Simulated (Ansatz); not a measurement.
Input and output of a self-consistent single point for TiB2Mo (Amm2, 4 atoms in the cell) (Ansatz, an electronic-structure program).

Method of the run: PBEsol, default PAW files made with PBE (plane waves; Ansatz).

The change in words: lattice scaled by 0.98; basis.ecutrho_ratio: default → 8. Reference geometry:
```
TiB2Mo
1.0
    3.06714     0.00000     0.00000
    0.00000     1.58076     4.20052
    0.00000    -1.58076     4.20052
Ti B Mo
1 2 1
Cartesian
  0.00000   0.00000   1.28747
  1.53357   0.00000   4.69408
  0.00000   0.00000   3.69595
  1.53357   0.00000   7.17465
```

Reference input (self-consistent single point, DFT, PBEsol, plane waves, default PAW files made with PBE): basis.ecutwfc = 420 eV; kpoints.mp_grid.grid = 9 9 9; hamiltonian.xc = pbesol; hamiltonian.pseudopotentials = {kind: paw} (the program's default PAW files); scf.occupations.method = gaussian; scf.occupations.width = 0.1 eV. This run's input differs from it in these lines:

Ansatz 0.2 input:
```diff
@@ -2,5 +2,5 @@
   lattice:
-    - [3.06714100, 0.00000000, 0.00000000]
-    - [0.00000000, 1.58075800, 4.20051600]
-    - [0.00000000, -1.58075800, 4.20051600]
+    - [3.00579800, 0.00000000, 0.00000000]
+    - [0.00000000, 1.54914300, 4.11650600]
+    - [0.00000000, -1.54914300, 4.11650600]
   atoms:
@@ -12,2 +12,3 @@
   ecutwfc: 420.0
+  ecutrho_ratio: 8
 kpoints:
```

Output (repeated stretches shortened):

```
SCF iter   1: F=—  HF=-7680.112000 eV  |F-HF|=—  |Δ(HF+E_count)|=         —  Δρ=8.39e-3  dr2=5.26e-2  ethr=1.77e-3  ⟨swp⟩=5.1  Hψ=10520  notcnv=0
all-band conjugate gradients solve this SCF's bands
preconditioner: auto → Kerker (q_TF=auto, 2.647 Å⁻¹)
SCF iter   2: F=—  HF=-7680.103988 eV  |F-HF|=—  |Δ(HF+E_count)|=   8.01e-3  Δρ=4.67e-3  dr2=1.65e-2  ethr=1.64e-4  ⟨swp⟩=1.0  Hψ=3500  notcnv=0
SCF iter   3: F=—  HF=-7680.099800 eV  |F-HF|=—  |Δ(HF+E_count)|=   4.19e-3  Δρ=5.48e-4  dr2=1.79e-4  ethr=5.17e-5  ⟨swp⟩=2.0  Hψ=3490  notcnv=0
SCF iter   4: F=—  HF=-7680.099750 eV  |F-HF|=—  |Δ(HF+E_count)|=   5.00e-5  Δρ=1.12e-4  dr2=5.57e-6  ethr=5.61e-7  ⟨swp⟩=2.0  Hψ=3474  notcnv=0
SCF iter   5: F=—  HF=-7680.099749 eV  |F-HF|=—  |Δ(HF+E_count)|=   1.27e-6  Δρ=3.05e-5  dr2=3.82e-7  ethr=1.74e-8  ⟨swp⟩=2.2  Hψ=3644  notcnv=0
SCF iter   6: F=-7680.099749 eV  HF=-7680.099749 eV  |F-HF|=9.09e-9  |Δ(HF+E_count)|=   8.18e-8  Δρ=5.77e-6  dr2=1.43e-8  ethr=3.13e-10  ⟨swp⟩=5.1  Hψ=10467  notcnv=0
SCF 1 converged in 6 iterations: F = -7680.099749 eV  dr2 = 1.43e-8
Free energy (F): -7680.099749 eV
Internal energy: -7680.097661 eV  (E = F + TS)
E sigma→0 (E₀):  -7680.098705 eV
Entropy (-TS):   -0.002087 eV (-0.522 meV/atom)
Fermi energy:    18.649355 eV
--- Forces (eV/Å), atoms counted from 1 ---
  atom   1  Ti     0.00000000    -0.00000000    -0.95738375
  atom   2  B     -0.00000000     0.00000000     0.40814471
  atom   3  B      0.00000000    -0.00000000     0.33455108
  atom   4  Mo    -0.00000000     0.00000000     0.21476400
--- Stress (GPa, compression-positive) ---
       17.534418       0.000000      -0.000000
        0.000000      14.506700       0.000000
       -0.000000       0.000000      16.645008
  P = ⅓ Tr σ = 16.2287 GPa (162.287 kbar)
  The stress holds the Pulay correction. Without it, at fixed plane waves, as pw.x and ABINIT print it: P = 16.0913 GPa
```

The run converged in 6 iterations. Against the reference run the free energy goes up by 23.9 meV/atom, the pressure goes from -2.52 to 16.23 GPa and the largest force goes from 0.913 to 0.957 eV/Å.

The starting cell comes from a database of computed structures (which also holds hypothetical and non-ambient phases and stackings), without a prior relaxation at this level. Its lattice was rescaled by up to half a per cent. One atom was moved a little off its site on purpose. For this run, on top of that: lattice scaled by 0.98. Spin polarisation is off. Ansatz's pressure includes its estimate of the finite-basis (Pulay) stress.
